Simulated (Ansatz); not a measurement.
Cells marked so need not be the phases stable at ambient conditions, and some may be hypothetical.

By PBEsol, each system below comes out a metal.

Ballistic conductance counts the channels of both spins, as a mean over 0.1 eV about the Fermi level; spin-orbit coupling is left out.

A. Ti₂InN (P6_3/mmc, not sure to be the ambient phase, 8 atoms a cell, 14.3 Å³ an atom, -4 GPa at this level), current normal to (100)
B. TePt (P6_3/mmc, NiAs type, not sure to be the ambient phase, 4 atoms a cell, 22.3 Å³ an atom, -5 GPa at this level), current normal to (100)
C. Zr3Si2 (P4/mbm, not sure to be the ambient phase, 10 atoms a cell, 18.7 Å³ an atom, -4 GPa at this level), current normal to (100)
D. TaRu3 (Pm-3m, Cu3Au type, not sure to be the ambient phase, 4 atoms a cell, 14.6 Å³ an atom, -5 GPa at this level), current normal to (110)

Put the candidates in order of ballistic conductance per area, highest first, for PBEsol in Ansatz (a first-principles code).

D (1.5 × 10¹⁵ S/m²), B (0.74 × 10¹⁵ S/m²), C (0.55 × 10¹⁵ S/m²), A (0.38 × 10¹⁵ S/m²)
